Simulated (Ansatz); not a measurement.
Consider Ir in the fcc (Cu type) structure (space group Fm-3m, No. 225; a = 3.811 Å).

Computed with Ansatz (a program for electronic structure), LDA, PAW, cutoff 420 eV, no SOC.

Before the change:

The lattice parameter a is 3.811 Å.

Modification: cell and atoms relaxed at a pressure of 0.9 GPa.

Predict the new lattice parameter a.

The lattice parameter a falls by 0.003 Å (3.811 Å → 3.808 Å).

Load acts through the strain it causes; cell and atoms are relaxed under it. Stability against distortions was not tested. The final runs are not spin-polarised.
